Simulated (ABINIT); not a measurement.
# Pressure against volume in wurtzite CdS (space group 186) (ABINIT, LDA)

```xyz
4
Lattice="3.9790 0.0000 0.0000 -1.9895 3.4459 0.0000 0.0000 0.0000 6.4586" Properties=species:S:1:pos:R:3 pbc="T T T"
Cd     0.0000     2.2973     0.0000
Cd     1.9895     1.1486     3.2293
S      0.0000     2.2973     2.4349
S      1.9895     1.1486     5.6642
```

Level of theory: LDA (PW92), norm-conserving pseudopotentials (PseudoDojo nc-sr-04 LDA standard) (plane waves; ABINIT). Settings: pseudos = [Cd.upf, S.upf]; ecut = 66 Ha; occopt = 3; tsmear = 0.00036749 Ha; ngkpt = 7 7 3; nshiftk = 1; shiftk = 0 0 0; potentials = PseudoDojo nc-sr-04 LDA standard; nband = 34; kptopt = 1; nstep = 60; tolvrs = 1e-10. The cell above is the first row's. The rows scale it uniformly. In all rows fractional positions and the k mesh are held.

```csv
V (Å^3/atom),P (GPa)
22.1389,6.07
22.6202,4.12
23.1014,2.39
23.5827,0.84
24.0640,-0.54
24.5453,-1.78
25.0266,?
```

### Question
Fit P against V with a cubic, and predict the withheld value at V = 25.0266.

### Answer
With u = V - 23.3, the rows have u = -1.1611, -0.6798, -0.1986, 0.2827, 0.7640, 1.2453. Least squares gives P = 1.728 - 3.2427·u + 0.3862·u² - 0.0357·u³. Residuals (row less fit): 0.000, -0.002, 0.002, -0.001, 0.000, 0.000; standard error 0.002 (degrees of freedom: 2). The fitted pressure is zero at V0 = 23.87, where dP/dV = -2.838, so B0 = -V0·dP/dV = 67.7 GPa. At the withheld row, u = 1.7266, so P = 1.728 - 3.2427 × 1.7266 + 0.3862 × 1.7266² - 0.0357 × 1.7266³ = -2.903 GPa. The calculation gives -2.88 GPa, 0.023 GPa above the prediction (0.3 % of the range of P in the table). The row lies outside the fitted rows, so this is an extrapolation. From the scatter of the fitted rows alone, a prediction at this place has a standard error of 0.009 GPa, so the miss is 2.5 times that.

Carrying the step between the two nearest rows on in a straight line would have given -3.02, off by 0.14; series whose last step already gives the withheld value aren't shown. The scan was laid around a cell of about the measured size, scaled by a guess for this functional; axis ratios and inner coordinates come from that cell. The runs keep the symmetry of the cell, so they don't test it for distortions. The shape of the cell and the inner coordinates aren't relaxed, so V0 and B0 belong to this uniform scaling; a relaxed crystal lies no higher in energy and is usually softer. 2 of the planned runs didn't end soundly and are left out. Cutoffs and mesh are single choices, not tested for convergence of this quantity. Series with a scatter that would blur these digits, or in which a gap closes, are not shown.
